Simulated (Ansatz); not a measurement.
The starting structures come from a database of crystals and need not be the phases stable at ambient conditions.

The decay constant κ of evanescent states in the gap governs leakage through a thin film.

Given:

```
Mg2SrSb2
1.0
    7.84882     0.00000     0.00000
    0.00000     8.19009     0.00000
    0.00000     4.09504     2.36427
Sr Mg Sb
1 2 2
Direct
  0.00000   0.00000   0.00000
  0.62826   0.33333   0.00000
  0.37174   0.66667   0.00000
  0.74216   0.66667   0.00000
  0.25784   0.33333   0.00000
```

Space group of this cell: P-3m1. The cell is taken as given; by PBEsol its mean pressure is -0.9 GPa.

Transport runs along the normal of the first two printed cell vectors, the (110) plane of the conventional cell.

No gap correction and no spin-orbit coupling; mid-gap values are interpolated between computed energies.

Q: State the band gap and the smallest decay constant κ at mid-gap according to Ansatz (a first-principles code) with PBEsol.

A: Gap 0.93 eV on a 4×12×12 mesh; κ = 0.092 1/Å, at the zone centre.
